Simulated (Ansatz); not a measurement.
Start from W (space group Pm-3n, No. 223; a = 5.033 Å). Axes: x, y, z lie along the cube axes.

Modification: uniaxial strain ε_xx = +0.40 %, all other strain components held at zero, atoms relaxed at fixed cell.

Levels (all Ansatz, a program for electronic structure, PAW): PBEsol (420 eV, no spin-orbit coupling); PBEsol+SOC (420 eV, noncollinear with spin-orbit coupling).

The geometry is relaxed with PBEsol.

| Property | Result |
|---|---|
| PBEsol pressure | -1.2 GPa |

With PBEsol+SOC at the same geometry, the pressure rises by 0.39 GPa to -0.9 GPa.

Single points use the geometry relaxed with PBEsol. Differences between runs with and without spin-orbit coupling are approximate. Stability against distortions was not tested. The runs without spin-orbit coupling are not spin-polarised. This is not the structure that W has at room temperature and ambient pressure.
